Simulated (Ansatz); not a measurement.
Surface energy of faces of hcp Sc in PBE and in r2SCAN, in Ansatz (plane waves, PAW). Symmetric slabs relaxed with PBE from ideal cuts in 1x1 cells (the lowest computed cut and spin start of each face; real faces may reconstruct in larger cells); r2SCAN values are single points on them, with the bulk at the same level. No spin-orbit coupling, no U.

```
face     PBE (J/m²)  r2SCAN (J/m²)
-------  ----------  -------------
(0001)         1.26              ?
(10-10)        1.20           1.29
(10-11)        1.22           1.31
(10-12)        1.24           1.31
(10-13)        1.30           1.38
(11-20)        1.26           1.35
(11-21)        1.38           1.48
(11-22)        1.34           1.43
(20-21)        1.23           1.32
```

### Question
Fit a straight line y = a·x + b by least squares to the 8 complete rows (x: PBE (J/m²); y: r2SCAN (J/m²)).

### Answer
the means are x̄ = 1.2712 and ȳ = 1.3588; Σ(x − x̄)² = 0.027888 and Σ(x − x̄)(y − ȳ) = 0.029312, so a = 1.051 and b = ȳ − a·x̄ = 0.023. The largest residual is 0.016.

### Question
What does the line predict for the withheld row, (0001), and what did the calculation give?

### Answer
the line gives 1.35; the calculation gave 1.38, a miss of 0.03, larger than any residual of the fitted rows.

Ansatz is a first-principles code.
